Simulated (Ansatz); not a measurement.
**InAs, response to strain**

Base system: InAs in the zinc blende structure (space group F-43m, No. 216; a = 6.109 Å). Axes: x, y, z lie along the cube axes.

Strains are applied to the cell and any free atomic positions relax.

Calculations: r2SCAN, PAW, 500 eV (Ansatz, an electronic-structure program; spin-orbit coupling left out).

Only one of these keeps a band gap. Which?
A. uniaxial strain ε_yy = −3.42 %
B. isotropic strain +2.79 %
C. isotropic strain +4.47 %

A, uniaxial strain ε_yy = −3.42 %. Computed: uniaxial strain ε_yy = −3.42 %: 0.16 eV; isotropic strain +2.79 %: zero; isotropic strain +4.47 %: zero

A case with no gap was solved on a k-mesh chosen for an insulator, which is coarse for it. No phonon test of stability was made. The final runs are not spin-polarised. The zero or small gap of InAs can change with the level of theory.
